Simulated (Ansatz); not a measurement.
An Ansatz (an electronic-structure program) input (Kohn–Sham DFT with the r2SCAN functional, run in Ansatz with PAW and 500 eV plane waves, no spin-orbit coupling):

Ansatz 0.2 input:
```yaml
crystal:
  lattice:
    - [0, 3.2624975998, 3.2624975998]
    - [3.2624975998, 0, 3.2624975998]
    - [3.2624975998, 3.2624975998, 0]
  atoms:
    - { symbol: Cd, position: [0, 0, 0] }
    - { symbol: Te, position: [0.25, 0.25, 0.25] }
basis: { ecutwfc: 500, ecutrho_ratio: 4, xc_grid: 4, fft_grid_basis: typed }
kpoints: { mp_grid: { grid: [9, 9, 9] } }
hamiltonian:
  xc: r2scan
  dispersion: none
  pseudopotentials: { kind: paw }
scf: { occupations: { method: fermi_dirac, width: 0.05 }, convergence: { dr2_threshold: 0.0000000002 } }
relax: { f_tol: 0.005, max_steps: 50 }
output: { forces: true, stress: true }
checkpoint: { write: state.ck, write_every: 1000 }
```

Problem. Which symmetry and how many k-points will the program report, and about how many plane waves at Γ?

Solution. Space group F-43m (ITA 216) with 24 operations, k-points 35 of 729, and 1807 plane waves at Γ.

Problem. And the final pressure?

Solution. 0.62 GPa (compression positive).

The cells carry an imposed strain or load. Whether these cells are dynamically stable was not tested. The cell was made from CdTe in the zinc blende structure (space group F-43m, No. 216) by this change: isotropic strain −0.50 %.
